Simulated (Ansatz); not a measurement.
The reference is Sb in the A7 type structure (space group R-3m, No. 166; a = 4.2685 Å, c = 10.7177 Å (hexagonal axes)).

Level of theory: Ansatz (a first-principles code), PBEsol-D3(BJ), PAW, cutoff 420 eV, no spin-orbit coupling.

One change was made to it. Results:

The density goes up by 0.61 g/cm³, from 7.17 g/cm³ to 7.78 g/cm³; the shortest interatomic distance increases by 0.0502 Å, from 2.910 Å to 2.961 Å; the band gap remains zero.

Task: Which of these changes matches the shifts?
A. pressure 2.1 GPa
B. pressure 22.5 GPa
C. pressure −2 GPa
D. pressure 4.5 GPa
E. pressure 0.9 GPa

Result: D, pressure 4.5 GPa. For comparison, the density in the other runs: pressure −2 GPa gives 6.86 g/cm³; pressure 22.5 GPa gives 9.01 g/cm³; pressure 2.1 GPa gives 7.46 g/cm³; pressure 0.9 GPa gives 7.30 g/cm³.

With Sb present, leaving out spin-orbit coupling can change the band edges. Load acts through the strain it causes; cell and atoms are relaxed under it. Whether these cells are dynamically stable was not tested. Competing high-pressure phases were not computed. Along this pressure series the structure jumps between pressure 2.1 GPa and pressure 4.5 GPa; cells beyond that are another form of it.
